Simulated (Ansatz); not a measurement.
Consider SnTe in the rock salt structure (space group Fm-3m, No. 225; a = 6.371 Å). Axes: x, y, z lie along the cube axes.

All numbers come from Ansatz (a quantum-chemistry and plane-wave program) r2SCAN, no spin-orbit coupling, earlier PAW set.

One thing is altered: tensile biaxial strain of 1.55 % in the plane normal to [001], as in epitaxy on a mismatched substrate; the out-of-plane cell vector and the atoms relax.

What does the calculation give for the out-of-plane strain after the change?

The out-of-plane strain comes out as -0.07 %.

No phonon test of stability was made.
